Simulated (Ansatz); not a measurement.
Take WSe2 (space group Fm-3m, No. 225; ferromagnetic; a hypothetical phase, not in the database extracts checked; relaxed with 0.1 eV smearing) as the base.

```
CELL_PARAMETERS angstrom
      0.00000     3.13029     3.13029
      3.13029     0.00000     3.13029
      3.13029     3.13029     0.00000
ATOMIC_POSITIONS crystal
  W  0.00000 0.00000 0.00000
  Se 0.25000 0.25000 0.25000
  Se 0.75000 0.75000 0.75000
```

Cartesian axes are those of the cell as printed.

Calculations: r2SCAN (Ansatz, an electronic-structure program; PAW; 500 eV plane waves; no SOC).

Modification: tensile biaxial strain of 0.33 % in the plane normal to [001], as in epitaxy on a mismatched substrate; the out-of-plane cell vector and the atoms relax.

**Question.** Predict the new in-plane stress, energy relative to the base and out-of-plane strain.

**Answer.** The mean in-plane stress (compression positive) comes out as -0.8 GPa; the energy rises by 0.4 meV/atom; the out-of-plane strain amounts to -0.17 %.

The magnetic state is the one reached from the starting moments; the real material's order can differ, and small cells can't hold many antiferromagnetic ones. No phonon test of stability was made.
